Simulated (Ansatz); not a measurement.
## A series of runs on Si₂W (I4/mmm, 3 atoms in the cell)

```yaml
crystal:
  lattice:
    - [-1.58068, 1.58068, 3.83627]
    - [1.58068, -1.58068, 3.83627]
    - [1.58068, 1.58068, -3.83627]
  atoms:
    - { symbol: Si, position: [0.33499, 0.33499, 0.00000] }
    - { symbol: Si, position: [0.66501, 0.66501, 0.00000] }
    - { symbol: W, position: [0.00000, 0.00000, 0.00000] }
```

Base run A: PBE (Ansatz, a quantum-chemistry and plane-wave program), self-consistent single point.

Its settings: basis.ecutwfc = 30.9 Ry; kpoints.mp_grid.grid = 10 10 10; hamiltonian.xc = pbe; hamiltonian.pseudopotentials = {kind: paw} (the program's default PAW files); scf.occupations.method = methfessel_paxton; scf.occupations.width = 0.0073 Ry.

The starting cell comes from a database of computed structures (which also holds hypothetical and non-ambient phases and stackings), without a prior relaxation at this level. Its lattice was rescaled by a random factor within 2.5 % of one. Spin polarisation is off. In the base run, with a pressure of about 18 GPa the cell is away from its equilibrium volume at this level. Ansatz's pressure includes its estimate of the finite-basis (Pulay) stress.

ΔF is the free energy per atom less that of run A. 

```json
[
 {"run": "A", "scf.mixing.algorithm, scf.mixing.beta": "default (the program chose MSR1), default", "ΔF (meV/atom)": "0.00", "pressure (GPa)": "17.51", "largest force (eV/Å)": "0.229", "iterations": "6"},
 {"run": "B", "scf.mixing.algorithm, scf.mixing.beta": "broyden, 0.02", "ΔF (meV/atom)": "0.00", "pressure (GPa)": "17.51", "largest force (eV/Å)": "0.229", "iterations": "10"},
 {"run": "C", "scf.mixing.algorithm, scf.mixing.beta": "broyden, 0.05", "ΔF (meV/atom)": "0.00", "pressure (GPa)": "17.51", "largest force (eV/Å)": "0.229", "iterations": "9"},
 {"run": "D", "scf.mixing.algorithm, scf.mixing.beta": "broyden, 0.1", "ΔF (meV/atom)": "0.00", "pressure (GPa)": "17.51", "largest force (eV/Å)": "0.229", "iterations": "8"},
 {"run": "E", "scf.mixing.algorithm, scf.mixing.beta": "broyden, 0.2", "ΔF (meV/atom)": "0.00", "pressure (GPa)": "17.51", "largest force (eV/Å)": "0.229", "iterations": "8"},
 {"run": "F", "scf.mixing.algorithm, scf.mixing.beta": "broyden, 0.3", "ΔF (meV/atom)": "0.00", "pressure (GPa)": "17.51", "largest force (eV/Å)": "0.229", "iterations": "6"},
 {"run": "G", "scf.mixing.algorithm, scf.mixing.beta": "broyden, 0.5", "ΔF (meV/atom)": "0.00", "pressure (GPa)": "17.51", "largest force (eV/Å)": "0.229", "iterations": "5"},
 {"run": "H", "scf.mixing.algorithm, scf.mixing.beta": "broyden, 0.7", "ΔF (meV/atom)": "0.00", "pressure (GPa)": "17.51", "largest force (eV/Å)": "0.229", "iterations": "5"},
 {"run": "I", "scf.mixing.algorithm, scf.mixing.beta": "broyden, 0.9", "ΔF (meV/atom)": "0.00", "pressure (GPa)": "17.51", "largest force (eV/Å)": "0.229", "iterations": "5"},
 {"run": "J", "scf.mixing.algorithm, scf.mixing.beta": "broyden, 1", "ΔF (meV/atom)": "0.00", "pressure (GPa)": "17.51", "largest force (eV/Å)": "0.229", "iterations": "5"}
]
```

Runs B, C, D, E, F, G, H, I, J ended on the same solution as A (within 1 meV/atom). The fewest iterations to that state were 5 (G, H, I, J); the most were 10.

Keys are those of Ansatz 0.2.
